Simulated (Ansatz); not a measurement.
AlB2-type MgB2, treated with r²SCAN (Ansatz, a program for electronic structure, plane waves, PAW).

Run with plane-wave cutoff 600 eV, 24×24×18 k mesh (along the axes of the cell as run), Fermi–Dirac smearing 0.088 eV (set by the program), scalar-relativistic PAW data made under PBE.

Cell (relaxed at this level):

```yaml
crystal:
  lattice:
    - [3.06798, 0.00000, 0.00000]
    - [-1.53399, 2.65695, 0.00000]
    - [0.00000, 0.00000, 3.51361]
  atoms:
    - { symbol: Mg, position: [0.00000, 0.00000, 0.00000] }
    - { symbol: B, position: [0.66667, 0.33333, 0.50000] }
    - { symbol: B, position: [0.33333, 0.66667, 0.50000] }
```

Problem. Give the computed elastic constant C66, Voigt–Reuss–Hill bulk modulus, Young modulus, elastic constant C11, elastic constant C12, elastic constant C13, elastic constant C33 and elastic constant C44.

Solution. 
- elastic constant C66 = 202 GPa
- Voigt–Reuss–Hill bulk modulus = 153 GPa
- Young modulus = 304 GPa
- elastic constant C11 = 454 GPa
- elastic constant C12 = 49.8 GPa
- elastic constant C13 = 30.7 GPa
- elastic constant C33 = 284 GPa
- elastic constant C44 = 76.5 GPa

Elastic constants are with the ions relaxed.

Static lattice: no zero-point or thermal effects.
